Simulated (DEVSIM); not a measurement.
Structure: abrupt GaP n-p junction, at 300 K.

Layer 1 from the left is GaP, thickness (μm) 20.0, Nd (cm⁻³) 5.7e16, τn (s) 7.4e-7, τp (s) 7.4e-7. Layer 2 from the left is GaP, thickness (μm) 220, Na (cm⁻³) 1.5e17, τn (s) 7.4e-7, τp (s) 7.4e-7.

Left contact: ohmic. Right contact: ohmic. Voltage is applied to the left contact. Recombination: SRH at mid-gap, radiative, Auger. Mobility is constant in doping.

This is a model device: material constants are rounded textbook-type values typed into the input, and sizes, dopings and lifetimes were drawn at random. Values at 300 K.

GaP: gap (eV) 2.26, affinity (eV) 3.8, permittivity 11.1, Nc (cm⁻³) 1.8e19, Nv (cm⁻³) 1.9e19, μn (cm²/Vs) 250, μp (cm²/Vs) 150, B (cm³/s) 1e-13, Cn (cm⁶/s) 1e-30, Cp (cm⁶/s) 1e-30.

DEVSIM, 1D drift-diffusion, Boltzmann statistics, complete ionisation; no tunnelling, impact ionisation, image-force lowering or self-heating.

Dark forward current:

```tsv
|V| (V)	|J| (A/cm²)
0.70	1.211e-13
0.75	3.254e-13
0.80	8.750e-13
0.85	2.355e-12
0.90	6.348e-12
0.95	1.713e-11
1.00	4.630e-11
1.05	1.253e-10
1.10	3.399e-10
1.15	9.239e-10
1.20	2.520e-9
1.25	6.905e-9
1.30	1.908e-8
1.35	5.364e-8
1.40	1.562e-7
1.45	4.897e-7
1.50	1.754e-6
1.55	7.588e-6
1.60	3.976e-5
1.65	0.0002390
1.70	0.001550
1.75	0.01039
1.80	0.06992
1.85	0.4375
1.90	2.018
1.95	5.633
```

Q: Work out the local ideality factor n = ΔV / (kT/q · ln(J2/J1)) between the rows 0.70 and 0.75 V, 1.75 and 1.80 V, 1.90 and 1.95 V.

A: kT/q = 25.85 mV. From 0.70 to 0.75 V: ln(3.254e-13/1.211e-13) = 0.988, n = 1.96, near the 2 of recombination in the depletion region. From 1.75 to 1.80 V: ln(0.06992/0.01039) = 1.907, n = 1.01, near the 1 of diffusion or emission over a barrier. From 1.90 to 1.95 V: ln(5.633/2.018) = 1.027, n = 1.88; the layers' resistance at their doping, Σ W/(qμN) = 0.0070 Ω cm², would take 25 mV of this step of 50 mV.

Q: Estimate the current at 1.75 V from the Shockley equation with J0 = Σ q ni² D/(N L) coth(W/L), τ joining the SRH, radiative and Auger lifetimes that are on, and W taken as the whole layer.

A: ni² = 3.67 cm⁻⁶; holes in the n layer: μ = 150 cm²/Vs, D = 3.88 cm²/s, τ = 7.35e-7 s, L = 16.9 μm, W/L = 1.2, term 2.86e-32 A/cm²; electrons in the p layer: μ = 250 cm²/Vs, D = 6.46 cm²/s, τ = 7.20e-7 s, L = 21.6 μm, W/L = 10, term 1.17e-32 A/cm². J0 = 4.03e-32 A/cm², and J = J0 exp(qV/kT) = 0.0102 A/cm². The simulation gives 0.0104 A/cm²; the estimate lies 2.3 % below. The estimate leaves out recombination in the depletion region and that region's share of W.
